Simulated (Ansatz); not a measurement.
## Bi2SO2 (model structure, started from the La2SO2 type, P-3m1, No. 164, 5 atoms in the cell)

Level of theory: r²SCAN (PAW; Ansatz, a first-principles code).

Numerical settings: plane-wave cutoff 560 eV, 12×12×6 k mesh (along the axes of the cell as run), Fermi–Dirac smearing 0.01 eV, scalar-relativistic PAW data made under PBE.

Cell (relaxed with PBEsol):

```xyz
5
Lattice="3.9410 0.0000 0.0000 -1.9705 3.4130 0.0000 0.0000 0.0000 6.7608" Properties=species:S:1:pos:R:3 pbc="T T T"
Bi     1.9705     1.1377     5.2527
Bi     0.0000     2.2753     1.5081
S      0.0000     0.0000     3.3804
O      1.9705     1.1377     0.8245
O      0.0000     2.2753     5.9364
```

For Bi2SO2 (model structure, started from the La2SO2 type, P-3m1, No. 164, 5 atoms in the cell), the band gap is 1.98 eV and the smallest direct gap on the k points sampled is 2.39 eV. The direct gap at Γ comes out as 3.05 eV.

Note: the relaxation could raise the start's symmetry but not lower it, so the cell can be a saddle point; cell and atoms aren't relaxed at this level (largest force component 0.13 eV/Å, pressure 1.6 GPa).

Spin–orbit coupling is not included; with these elements it can move the gap by several tenths of an eV or more.

Computed values are for the static lattice.

The result took very roughly 28 core-seconds.

A model structure was made by putting elements into a prototype or built by hand; it is no filed structure, need not be a known phase, and can be a saddle point held by its symmetry.
